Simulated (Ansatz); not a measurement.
Amorphous Sr₁₈Ti₁₈O₅₄, 90 atoms at 4.28 g/cm³, one PBE-relaxed geometry, zone centre. Methods: PBE, scalar-relativistic without spin-orbit coupling (Ansatz, a first-principles code); r2SCAN, scalar-relativistic without spin-orbit coupling (Ansatz); HSE06, scalar-relativistic without spin-orbit coupling (Ansatz). Plane waves to 420 eV (r2SCAN 500 eV); exact exchange is cut at the cell's faces. At PBE the levels at the filled edge of the gap are localised (band-tail or defect states). All rungs ran without spin polarisation.

The cell was made by melting and quenching with the CHGNet potential and then relaxed with DFT. O atoms were pushed apart under 1.9 Å during the dynamics, to hinder bonds among them. The hot cell started wider than the set density and was brought back towards it in steps. It is the lowest in DFT energy of 4 quenches. It is a model cell: composition and starting density were chosen by hand, and all elements were melted together. No dispersion term was used. Its density started from a set value of 4.28 and ended at 4.28 g/cm³. The quench (nominally 200 K/ps over its main leg) was far faster than any real one, so the model tends to hold more defects than a real film. Values belong to this one cell and scatter from quench to quench. The volume was held where the preparation left it and the shape relaxed, at a PBE pressure of 4.4 GPa. Stress components on the final sampling reach 4.5 GPa.

The relaxation ran on the zone centre alone. At PBE the level gap is 3.12 eV on a 2×2×2 Γ-centred mesh, and the spacing at the zone centre alone 3.12 eV.

**Question.** What zone-centre spacing does r2SCAN give, roughly?

**Answer.** 3.49 eV (+0.37 eV against PBE).

**Question.** What zone-centre spacing does HSE06 give, roughly?

**Answer.** 4.70 eV (+1.58 eV against PBE).

The highest filled and the lowest empty state spread over these numbers of atoms (participation numbers): PBE: 5.9 and 9.2; r2SCAN: 5.7 and 9.3; HSE06: 5.5 and 10.8.
